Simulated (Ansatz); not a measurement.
Consider BP in the zinc blende structure (space group F-43m, No. 216; a = 4.537 Å). Axes: x, y, z lie along the cube axes.

All numbers come from r2SCAN, PAW, 500 eV (Ansatz, a first-principles code; without spin-orbit coupling).

For the base:

| Property | Result |
|---|---|
| Valence-band top at Γ | 0.00, 0.00, 0.00 eV |
| Smallest direct gap | 3.60 eV |
| Shortest interatomic distance | 1.964 Å |
| Pressure | 0.00 GPa |

The change: the cell is compressed by 2.00 % along z with no lateral relaxation; the atoms relax in the strained cell.

Question: Predict the new valence-band top at Γ.

Answer: The valence-band top at Γ (three highest levels, from the VBM) changes from 0.00, 0.00, 0.00 eV to 0.00, -0.21, -0.21 eV.

Question: What does the calculation give for the smallest direct gap after the change?

Answer: The smallest direct gap shrinks by 0.19 eV to 3.41 eV.

Question: How does this affect the shortest interatomic distance?

Answer: The shortest interatomic distance shrinks by 0.013 Å, from 1.964 Å to 1.951 Å.

Question: Estimate the effect on the pressure.

Answer: The pressure (mean of the normal stresses, compression positive) goes from zero to 3.54 GPa.

Whether these cells are dynamically stable was not tested.
